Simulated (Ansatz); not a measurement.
# What Te → H does to TiTe2

Start from TiTe2 in the CdI2 type structure (space group P-3m1, No. 164; a = 3.7843 Å, c = 6.6028 Å; layered, stacked along the Cartesian z axis).

Now apply this change: every Te is replaced by H; the structure is relaxed again.

All numbers come from DFT with r2SCAN+rVV10, PAW potentials and a 500 eV plane-wave cutoff in Ansatz (a program for electronic structure), no spin-orbit coupling, earlier PAW set. Γ-centred 19×19×11 mesh, Fermi–Dirac width 0.05 eV, for the changed cell.

```yaml
volume_per_atom: 9.93 Å³ (base 27.30 Å³)
lattice_parameter_a: 2.843 Å (base 3.784 Å)
c/a ratio: 1.496 (base 1.745)
shortest_interatomic_distance: 1.899 Å (base 2.766 Å)
band_gap: zero (base zero)
```

No phonon test of stability was made. As relaxed here, TiH2 is a hypothetical phase, not in the database extracts checked. The final runs are not spin-polarised.
